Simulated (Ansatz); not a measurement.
# A computed series for hypothetical rock salt BeS: response to strain

The reference is BeS in the rock salt structure (space group Fm-3m, No. 225; a = 4.590 Å; a hypothetical phase, not in the database extracts checked). Axes: x, y, z lie along the cube axes.

Strains are applied to the cell and any free atomic positions relax; under biaxial strain the out-of-plane vector relaxes too.

All numbers come from PBEsol/PAW in Ansatz (an electronic-structure program), no spin-orbit coupling.

Notes on the quantities. pressure: mean of the normal stresses, compression positive; energy relative to the base: free energy F.

| change | space group | pressure | gap character | energy relative to the base | band gap |
|---|---|---|---|---|---|
| base | Fm-3m (No. 225) | -0.01 GPa | indirect, K–Γ (58 % along) → X | 0 meV/atom | 0.95 eV |
| biaxial strain −3.51 %, plane normal [001], relaxed out of plane | I4/mmm (No. 139) | 6.43 GPa | indirect, Γ → X | +23 meV/atom | 0.62 eV |
| isotropic strain +1.45 % | Fm-3m (No. 225) | -4.53 GPa | indirect, K–Γ (58 % along) → X | +7.8 meV/atom | 0.93 eV |
| uniaxial strain ε_xx = −4.65 % | I4/mmm (No. 139) | 6.48 GPa | indirect, S₀–Γ (70 % along) → M | +19 meV/atom | 0.59 eV |
| tensor shear ε_yz = −3.56 % | Immm (No. 71) | 0.33 GPa | indirect, Γ–Y₀ (37 % along) → X | +23 meV/atom | 0.32 eV |
| tensor shear ε_xz = +0.21 % | Immm (No. 71) | 0.00 GPa | indirect, Γ–Y₀ (37 % along) → X | +0.1 meV/atom | 0.92 eV |
| tensor shear ε_xy = −0.97 % | Immm (No. 71) | 0.02 GPa | indirect, Γ–Y₀ (42 % along) → X | +1.7 meV/atom | 0.82 eV |

No phonon test of stability was made. Labels are those of the standard path for the cell's own space group.
